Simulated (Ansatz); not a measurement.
A computed series for InP: pressure series

Start from InP in the zinc blende structure (space group F-43m, No. 216).

```yaml
crystal:
  lattice:
    - [0.00000, 2.97990, 2.97990]
    - [2.97990, 0.00000, 2.97990]
    - [2.97990, 2.97990, 0.00000]
  atoms:
    - { symbol: P, position: [0.75000, 0.75000, 0.75000] }
    - { symbol: In, position: [0.00000, 0.00000, 0.00000] }
```

Cell and atoms are relaxed at each pressure.

Computed with PBE/PAW in Ansatz (a program for electronic structure), no spin-orbit coupling, earlier PAW set.

Candidates:
(a) pressure 5 GPa
(b) pressure −1 GPa
(c) pressure 3 GPa

Base values:

- Band gap = 0.44 eV

Q: Order them by band gap, lowest first.

A: (b) pressure −1 GPa (0.34 eV), (c) pressure 3 GPa (0.69 eV), (a) pressure 5 GPa (0.83 eV)

Load acts through the strain it causes; cell and atoms are relaxed under it. No phonon test of stability was made. Tetrahedral semiconductors of this kind turn to denser phases somewhere between about 1 and 50 GPa; those were not computed, so compressed cells here can lie past the real transition.
